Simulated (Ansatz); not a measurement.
# A computed series for TaSi2: response to strain

The reference is TaSi2 (space group P6_222, No. 180; a = 4.776 Å, c = 6.563 Å). Axes: x lies along a and z along c of the hexagonal cell.

Strains are applied to the cell and any free atomic positions relax; under biaxial strain the out-of-plane vector relaxes too; under stress the whole cell relaxes.

Level of theory: r2SCAN, PAW, 500 eV (Ansatz, a program for electronic structure; no spin-orbit coupling).

Notes on the quantities. pressure: mean of the normal stresses, compression positive.

```csv
change,shortest interatomic distance,pressure,space group
base,2.550 Å,0.0 GPa,P6_222 (No. 180)
"biaxial strain −3.38 %, plane normal [001], relaxed out of plane",2.558 Å,11.2 GPa,P6_222 (No. 180)
"biaxial strain −1.75 %, plane normal [001], relaxed out of plane",2.554 Å,5.4 GPa,P6_222 (No. 180)
"biaxial strain +1.59 %, plane normal [001], relaxed out of plane",2.547 Å,-4.1 GPa,P6_222 (No. 180)
"biaxial strain +2.28 %, plane normal [001], relaxed out of plane",2.546 Å,-5.7 GPa,P6_222 (No. 180)
isotropic strain −0.29 %,2.543 Å,1.8 GPa,P6_222 (No. 180)
uniaxial strain ε_yy = −1.01 %,2.547 Å,1.9 GPa,C222 (No. 21)
"uniaxial stress, 2 GPa tension along x",2.549 Å,–,C222 (No. 21)
```

Without a gap, meshes like the base's 11×11×7 leave anisotropic stresses uncertain by several tenths of a GPa, and small strain energies with them. Stability under load was not tested beyond the relaxation. The final runs are not spin-polarised. An odd electron count without spin: TaSi2.
